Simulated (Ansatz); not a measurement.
Take Mg in the hcp (Mg type) structure (space group P6_3/mmc, No. 194; a = 3.175 Å, c = 5.163 Å; relaxed with 0.1 eV smearing) as the base. Axes: x lies along a and z along c of the hexagonal cell.

Structures relaxed with plane-wave PAW DFT at the PBEsol level (Ansatz, a program for electronic structure, 420 eV), without spin-orbit coupling.

Base:

Simulated powder pattern, Cu Kα, λ = 1.54184 Å (kinematic, ideal powder, no thermal factors, no anomalous dispersion; the 8 strongest lines at most, above 2 %, up to 2θ = 90°):

```tsv
2θ (°)	I/Imax (%)	hkl
32.56	24	(100)
34.75	27	(002)
37.04	100	(101)
48.36	15	(102)
58.10	17	(110)
63.80	19	(103)
69.51	19	(112)
70.94	13	(201)
```

The change: a pure shear with ε_xz = ε_zx = -0.0310; the atoms relax in the strained cell.

After the change:

Simulated powder pattern, Cu Kα, λ = 1.54184 Å (kinematic, ideal powder, no thermal factors, no anomalous dispersion; the 8 strongest lines at most, above 2 %, up to 2θ = 90°):

```csv
2θ (°),I/Imax (%),hkl
32.56,21,(010)
32.60,47,(100)
34.80,75,(002)
36.22,100,(1 0 -1)
37.05,97,(011)
37.93,88,(101)
58.13,32,(110)
62.16,19,(1 0 -3)
```

The indices refer to the base's conventional cell; one index is shown for lines that coincide. The space group is now C2/c (No. 15).

No phonon test of stability was made.
